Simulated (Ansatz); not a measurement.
We consider GaAlAs₂ (R3m, No. 160, 4 atoms in the cell; start mp-1228891), described by HSE06 (Ansatz, an electronic-structure program, plane waves, PAW).

Settings: plane-wave cutoff 460 eV, 8×8×8 k mesh, Fermi–Dirac smearing 0.01 eV, scalar-relativistic PAW data made under PBE.

Cell (relaxed with PBEsol):

```
AlGaAs2
1.0
    2.00410     1.15707     6.54416
   -2.00410     1.15707     6.54416
    0.00000    -2.31414     6.54416
Al Ga As
1 1 2
Cartesian
  0.00000   0.00000  19.62772
  0.00000   0.00000   9.81932
  0.00000   0.00000   2.45372
  0.00000   0.00000  12.27265
```

Problem. Estimate the band gap that the calculation returns.

Solution. 
- band gap = 1.73 eV (on the SCF k mesh) (direct)

Note: cell and atoms aren't relaxed at this level (largest force component 0.05 eV/Å, pressure 0.6 GPa).

Spin–orbit coupling is not included.

Computed values are for the static lattice.

A start named mp-… is a Materials Project structure, which need not be a measured phase.
